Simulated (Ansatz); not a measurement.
**A computed series for MgO: pressure series**

The parent structure is MgO (space group P3m1, No. 156; a = 3.265 Å, c = 15.509 Å; a cell from a computed database, its experimental status unchecked).

Cell and atoms are relaxed at each pressure.

Computed with DFT with PBEsol, PAW potentials and a 420 eV plane-wave cutoff in Ansatz (a program for electronic structure), no SOC.

```json
[
 {"case": "base", "electron mass": "0.33 mₑ (at Γ)", "density": "2.80 g/cm³", "c/a ratio": "4.750"},
 {"case": "pressure −2 GPa", "electron mass": "0.33 mₑ (at Γ)", "density": "2.76 g/cm³", "c/a ratio": "4.759"},
 {"case": "pressure −1 GPa", "electron mass": "0.33 mₑ (at Γ)", "density": "2.78 g/cm³", "c/a ratio": "4.754"},
 {"case": "pressure 0.3 GPa", "electron mass": "0.33 mₑ (at Γ)", "density": "2.81 g/cm³", "c/a ratio": "4.749"},
 {"case": "pressure 0.7 GPa", "electron mass": "0.34 mₑ (at Γ)", "density": "2.82 g/cm³", "c/a ratio": "4.747"},
 {"case": "pressure 1.5 GPa", "electron mass": "0.34 mₑ (at Γ)", "density": "2.84 g/cm³", "c/a ratio": "4.743"},
 {"case": "pressure 3 GPa", "electron mass": "0.34 mₑ (at Γ)", "density": "2.87 g/cm³", "c/a ratio": "4.734"},
 {"case": "pressure 7.5 GPa", "electron mass": "0.34 mₑ (at Γ)", "density": "2.97 g/cm³", "c/a ratio": "4.705"},
 {"case": "pressure 10 GPa", "electron mass": "0.35 mₑ (at Γ)", "density": "3.02 g/cm³", "c/a ratio": "4.683"}
]
```

The levels and masses belong to the bands next to the band gap. Load acts through the strain it causes; cell and atoms are relaxed under it. Masses are band curvatures over ±0.01 Å⁻¹ around the edge. No phonon test of stability was made. Competing high-pressure phases were not computed. The base started in Cm and relaxed to P3m1 at this level. This is not the structure that MgO has at room temperature and ambient pressure.
